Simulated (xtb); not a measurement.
xtb 6.7.1, GFN1-xTB: V(S)(OMe)3 (C[O][V](=[S])([O]C)[O]C), 17 atoms. The geometry is a generated start, not checked to be a minimum at this level.

| Quantity | Result |
|---|---|
| method | GFN1-xTB |
| --acc | 1 (default) |
| --etemp (K) | 300 (default) |
| detailed input (--input) | none: ANC optimiser, Lindh (1995) Hessian, microcycle=20, maxdispl=1.0, hlow=0.01 (default) |
| basis functions | 62 |
| valence electrons | 50 |

```xyz
17

V     -0.0347    -0.0400    -0.0859
S      0.4029     0.9211     1.7014
O     -1.6504     0.0389    -0.0298
C     -2.8360     0.3589     0.5712
H     -3.4360     1.0169    -0.0722
H     -3.4145    -0.5499     0.7945
H     -2.6037     0.8841     1.5165
O      0.6542    -1.4853     0.1165
C      1.3143    -2.6106     0.5224
H      1.8491    -3.0704    -0.3230
H      2.0482    -2.3378     1.3010
H      0.6037    -3.3416     0.9372
O      0.7008     0.9743    -1.1158
C      1.4479     2.0816    -1.4083
H      1.5270     2.6914    -0.4896
H      2.4573     1.7916    -1.7363
H      0.9699     2.6769    -2.1995
```

Charge 0 and multiplicity 1 are set for this test and not shown to be the ground state.

The structure is relaxed from this start with --opt LEVEL for the levels crude, sloppy, loose, lax, normal, tight, vtight, extreme, once each. Up to the end of the extreme run atoms move by at most 0.49 Å along an axis.

**Question.** What is the loosest level that ends within 1 meV of the extreme run, and how many cycles does it take?

**Answer.** tight: 36 cycles against 49, ending 0.062 meV above.

```tsv
level	cycles	energy above the extreme run (meV)	gradient norm (eV/Å)
crude	4	33	0.31
sloppy	11	3.3	0.19
loose	13	1.9	0.11
lax	13	1.9	0.11
normal	16	1.3	0.020
tight	36	0.062	0.016
vtight	44	under 0.01	0.0033
extreme	49	—	0.0016
```
